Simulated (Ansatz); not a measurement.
Base system: MgS in the rock salt structure (space group Fm-3m, No. 225; a = 5.1821 Å). Axes: x, y, z lie along the cube axes.

Levels (all Ansatz, a quantum-chemistry and plane-wave program, PAW): PBEsol (420 eV, no SOC); HSE06 (420 eV, no SOC).

Its gap is 2.73 eV with PBEsol and 3.83 eV with HSE06.

Perturbation: tensile biaxial strain of 2.37 % in the plane normal to [110], as in epitaxy on a mismatched substrate; the out-of-plane cell vector and the atoms relax.

With PBEsol the gap becomes 2.49 eV.

Question: If the HSE06 correction stayed the same, what would the HSE06 gap be, and what does the HSE06 run give?

Answer: A rigid correction of +1.10 eV gives 3.59 eV. The HSE06 run gives 3.57 eV, so the two effects roughly add.

A biaxial case was relaxed in a doubled cell and then solved in the primitive one. Single points use the geometry relaxed with PBEsol. HSE06 was sampled on its mesh, a few special points and the semilocal edge points, so its gap is an upper bound. Whether these cells are dynamically stable was not tested. The base started in P3_121 and relaxed to Fm-3m at this level.
